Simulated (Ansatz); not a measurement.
Base system: GaP in the zinc blende structure (space group F-43m, No. 216).

```xyz
2
Lattice="0.0000 2.7257 2.7257 2.7257 0.0000 2.7257 2.7257 2.7257 0.0000" Properties=species:S:1:pos:R:3 pbc="T T T"
Ga     0.0000     0.0000     0.0000
P      1.3628     1.3628     1.3628
```

Cartesian axes are those of the cell as printed.

Method: Kohn–Sham DFT with the r2SCAN functional, run in Ansatz (a program for electronic structure) with PAW and 500 eV plane waves, no spin-orbit coupling.

Before the change:

```
Property               Result
-------------------  --------
Pressure             0.00 GPa
Smallest direct gap   2.36 eV
```

The change: uniaxial strain ε_zz = −3.00 %, all other strain components held at zero, atoms relaxed at fixed cell.

Task: Estimate the effect on the pressure and smallest direct gap.

Result: The pressure (mean of the normal stresses, compression positive) goes from zero to 2.84 GPa; the smallest direct gap grows by 0.15 eV to 2.51 eV.

No phonon test of stability was made.
